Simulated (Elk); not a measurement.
Worked example: self-consistent single point of Bi (R-3m, 2 atoms in the cell) in Elk.

Method of the run: Elk with PBE, all-electron FP-LAPW, Elk's shipped species files, APW+lo basis with extra local orbitals.

The change in words: lattice scaled by 0.98. Reference geometry:
```yaml
crystal:
  lattice:
    - [4.16582, -2.27500, 0.00000]
    - [4.16582, 2.27500, 0.00000]
    - [2.92342, 0.00000, 3.73943]
  atoms:
    - { symbol: Bi, position: [0.23400, 0.23400, 0.23400] }
    - { symbol: Bi, position: [0.76600, 0.76600, 0.76600] }
```

Reference input (self-consistent single point, DFT, PBE, all-electron FP-LAPW, Elk's shipped species files, APW+lo basis with extra local orbitals): xctype = 20; rgkmax = 8; stype = 3; swidth = 0.00367493 Ha; ngridk = 6 6 6; gmaxvr = 14 1/bohr; nxlo = 2; lorbcnd = true; rmtscf = 0.98; lmaxi = 3. This run's input differs from it in these lines:

```diff
@@ -31,5 +31,5 @@
 avec
-    7.8722580924   -4.2991269348   -0.0000000007
-    7.8722580924    4.2991269348   -0.0000000007
-    5.5244574766    0.0000000000    7.0664920197
+    7.7148128906   -4.2131443005   -0.0000002728
+    7.7148128906    4.2131443005   -0.0000002728
+    5.4139686239    0.0000000000    6.9251618445
```

Output (repeated stretches shortened):

```
│ Self-consistent loop started │
│ Loop number : 1 │
 total energy                :     -43179.6946310
│ Loop number : 2 │
 total energy                :     -43179.6457874
RMS change in Kohn-Sham potential (target) :   0.1558533808     (  0.1000000000E-05)
Absolute change in total energy (target)   :   0.4884359430E-01 (  0.1000000000E-03)
│ Loop number : 3 │
 total energy                :     -43177.4758187
RMS change in Kohn-Sham potential (target) :   0.1345302818     (  0.1000000000E-05)
Absolute change in total energy (target)   :    2.182179672     (  0.1000000000E-03)
│ Loop number : 4 │
   [... lines left out ...]
Absolute change in total energy (target)   :   0.7570072485E-03 (  0.1000000000E-03)
│ Loop number : 14 │
 total energy                :     -43163.4003853
RMS change in Kohn-Sham potential (target) :   0.4002653148E-07 (  0.1000000000E-05)
Absolute change in total energy (target)   :   0.1812651535E-03 (  0.1000000000E-03)
│ Loop number : 15 │
 total energy                :     -43163.4003856
RMS change in Kohn-Sham potential (target) :   0.1343020419E-07 (  0.1000000000E-05)
Absolute change in total energy (target)   :   0.4498272756E-04 (  0.1000000000E-03)
Convergence targets achieved

│ Loop number : 16 │

Energies :
 Fermi                       :     0.237948934716
 total energy                :     -43163.4003801

Density of states at Fermi energy :    7.065227589
 (states/Hartree/unit cell)

Estimated indirect band gap :   0.2157597384E-01
 from k-point     31 to k-point      4
Estimated direct band gap   :   0.2417230063E-01
 at k-point     31

Charges :
 core                        :    136.0000000
 valence                     :    30.00000000
 interstitial                :    3.755080679
 muffin-tins (core leakage)
  species :    1 (Bi)
   atom    1                 :    81.12245966     (  0.9046811513E-03)
   atom    2                 :    81.12245966     (  0.9046811513E-03)
 total in muffin-tins        :    162.2449193
 total calculated charge     :    165.9986909
 total charge                :    166.0000000
 error                       :   0.1309145462E-02

│ Self-consistent loop stopped │
```

The run converged in 16 iterations. The count includes the last loop, which Elk runs after its targets are met. Against the reference run the free energy goes up by 48.6 meV/atom.

The starting cell has typed, rounded lattice constants, without a prior relaxation at this level. For this run, on top of that: lattice scaled by 0.98. Spin-orbit coupling is off. Values depend on the basis (sphere radii, cutoffs, local orbitals), which need not be converged. The log's line on a gap gives a spacing of levels on this mesh, which the program prints for metals too.
